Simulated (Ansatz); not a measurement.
TlCl: pressure series

Start from TlCl in the rock salt structure (space group Fm-3m, No. 225; a = 6.334 Å; a cell from a computed database, its experimental status unchecked).

Cell and atoms are relaxed at each pressure.

Levels (all Ansatz, an electronic-structure program, PAW): PBEsol (420 eV, no SOC); HSE06 (420 eV, no SOC).

Band gaps by level, all at the geometries relaxed with PBEsol:

```json
[
 {"case": "base", "PBEsol": "2.09 eV", "HSE06": "2.96 eV"},
 {"case": "pressure −2 GPa", "PBEsol": "2.49 eV", "HSE06": "[?]"},
 {"case": "pressure −1 GPa", "PBEsol": "2.28 eV", "HSE06": "3.17 eV"},
 {"case": "pressure 3 GPa", "PBEsol": "1.65 eV", "HSE06": "2.46 eV"},
 {"case": "pressure 7 GPa", "PBEsol": "1.19 eV", "HSE06": "[?]"},
 {"case": "pressure 15 GPa", "PBEsol": "0.47 eV", "HSE06": "1.14 eV"}
]
```

What belongs in the blanks?


- pressure −2 GPa, HSE06: 3.42 eV
- pressure 7 GPa, HSE06: 1.94 eV

Single points use the geometry relaxed with PBEsol. HSE06 gaps are upper bounds (no full band path). Spin-orbit coupling, missing from the scalar runs, can matter with Tl. Load acts through the strain it causes; cell and atoms are relaxed under it. Stability against distortions was not tested. No other phases were tried under pressure. This is not the structure that TlCl has at room temperature and ambient pressure.
